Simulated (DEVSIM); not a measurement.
Device: Ti/HfO2/n-In0.53Ga0.47As capacitor, at 300 K.

```csv
layer (left to right),material,thickness (nm),Nd (cm⁻³)
1,HfO2,4.20,-
2,In0.53Ga0.47As,3200,3.1e16
```

Metal gate on the left, work function 4.33 eV. Fixed charge at the semiconductor interface 9.1e11 cm⁻² (in units of +e); no interface traps.

Constants are typed, rounded textbook-type inputs, not results; the design itself was drawn at random and stands for no fabricated device. Values at 300 K.

| parameter | HfO2 | In0.53Ga0.47As |
|---|---|---|
| gap (eV) | 5.7 | 0.74 |
| affinity (eV) | 2.5 | 4.51 |
| permittivity | 22 | 13.9 |
| Nc (cm⁻³) | - | 2.1e17 |
| Nv (cm⁻³) | - | 7.7e18 |

DEVSIM, 1D Poisson equation in equilibrium, Boltzmann statistics, complete ionisation; no quantum confinement or tunnelling. Metal contacts follow the ideal Schottky-Mott rule: no Fermi-level pinning, no interface dipoles.

The substrate doping was swept, all else fixed.

| substrate doping (cm^-3) | threshold voltage (band bending 2φF) (V) | minimum of the low-frequency capacitance (μF/cm²) |
|---|---|---|
| 1.6e15 | -0.74 | 0.0243 |
| 3.1e15 | … | … |
| 6.2e15 | -0.77 | 0.0428 |
| 1.6e16 | -0.80 | 0.0643 |
| 3.1e16 | -0.83 | 0.0854 |
| 6.2e16 | -0.85 | 0.115 |

Problem. Fill in the missing entries.

Solution. 
- 3.1e15, threshold voltage (band bending 2φF) (V): -0.75
- 3.1e15, minimum of the low-frequency capacitance (μF/cm²): 0.0323
